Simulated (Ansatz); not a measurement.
**MoSi2: stress against strain**

MoSi2 (MoSi2 type, I4/mmm, 13.061 Å³/atom at rest, c along z) under an equal strain ε in the (001) plane with the normal axis free, as in a coherent film. LDA in Ansatz, a plane-wave DFT program (PAW, default set), 420 eV, 25×25×25 Γ-centred mesh, Fermi-Dirac smearing 0.10 eV; ions are relaxed within the symmetry of each cell. Stress is positive for a compressed cell.

Here s stands for strain and y for stress xx.

```csv
strain (%),stress xx (GPa)
-1.50,8.15
-1.00,5.33
-0.50,2.62
0.00,0.00
0.50,-2.52
1.00,-4.93
1.50,-7.24
3.00,?
```

Taking a straight line for y over the 7 complete rows: Means: s 0, y 0.201. About the means, the sum of products is -35.915 and the sum of squares of s is 7.0000; the slope is their ratio. Least squares gives y = 0.201 - 5.1307·s. Residuals (row less fit): 0.253, -0.002, -0.146, -0.201, -0.156, 0.000, 0.255; standard error 0.207 (degrees of freedom: 5). The slope gives the biaxial elastic modulus of this plane = 513 ± 8 GPa.

Q: What does the fit predict for y at s = 3.00, and how far is the calculated value from it?

A: y = 0.201 - 5.1307 × 3.0 = -15.191 GPa. The calculation gives -13.59 GPa, 1.601 GPa above the prediction (7.4 % of the range of y in the table). The row lies outside the fitted rows, so this is an extrapolation. From the scatter of the fitted rows alone, a prediction at this place has a standard error of 0.323 GPa, so the miss is 5.0 times that.

One order more, fitted to all 13 runs of the series, follows each within 0.01, so the miss is the next term of a smooth law. In a metal these values are sensitive to mesh and smearing; energies are taken to zero smearing, stresses follow the free energy. Rows are the converged runs of the series near zero and its far end; series whose fitted rows scatter by over a few per cent of the range, as at a crossing or softening among them, aren't shown in this form. Most that stay on the fit to the last digits aren't either.
